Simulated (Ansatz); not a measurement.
Take a 15-atom supercell of MoSi2 (space group I4/mmm, No. 139; a = 3.202 Å, c = 7.819 Å) at its relaxed geometry as the base.

Computed with r2SCAN (Ansatz, a first-principles code; PAW; 500 eV plane waves; spin-orbit coupling left out).

For the base:

```
Property    Value
--------  -------
Pressure  0.0 GPa
```

The change: one Si atom is removed, atoms relaxed at fixed cell, starting from a slightly rattled geometry.

Problem. Predict the new largest displacement of a host atom from its site in the perfect cell and pressure.

Solution. The largest displacement of a host atom from its site in the perfect cell comes out as 0.07 Å; the pressure goes from zero to -1.6 GPa.

In so small a cell the defect repeats every few ångströms: this is an ordered compound, not a dilute defect. A case with no gap was solved on a k-mesh chosen for an insulator, which is coarse for it. The final runs are not spin-polarised. The defect cell is not spin-polarised.
